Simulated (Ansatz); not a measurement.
**What isotropic strain +1.00 % does to Hf**

Base system: Hf in the hcp (Mg type) structure (space group P6_3/mmc, No. 194; a = 3.198 Å, c = 5.049 Å; relaxed with 0.1 eV smearing).

One thing is altered: an isotropic linear strain of +1.00 %, atoms relaxed at fixed cell.

Calculations: Kohn–Sham DFT with the r2SCAN functional, run in Ansatz (a quantum-chemistry and plane-wave program) with PAW and 500 eV plane waves, no spin-orbit coupling. k-mesh 21×21×12 (Γ-centred); smearing 0.1 eV (Fermi–Dirac).

```tsv
quantity	base	changed	shift
volume per atom	22.36 Å³	23.04 Å³	+0.68 Å³
space group	P6_3/mmc (No. 194)	P6_3/mmc (No. 194)	–
energy relative to the base (free energy F)	0 meV/atom	+6.8 meV/atom	+6.8 meV/atom
pressure (mean of the normal stresses, compression positive)	0.0 GPa	-3.1 GPa	-3.1 GPa
band gap	zero	zero	–
```

Final structure:

```xyz
2
Lattice="3.2303 0.0000 0.0000 -1.6151 2.7975 0.0000 0.0000 0.0000 5.0993" Properties=species:S:1:pos:R:3 pbc="T T T"
Hf     1.6151     0.9325     3.8245
Hf     0.0000     1.8650     1.2748
```

Cost of the whole job for the changed cell (relaxation, final SCF and bands): around 70 core-seconds (rough).

No phonon test of stability was made. The final runs are not spin-polarised.
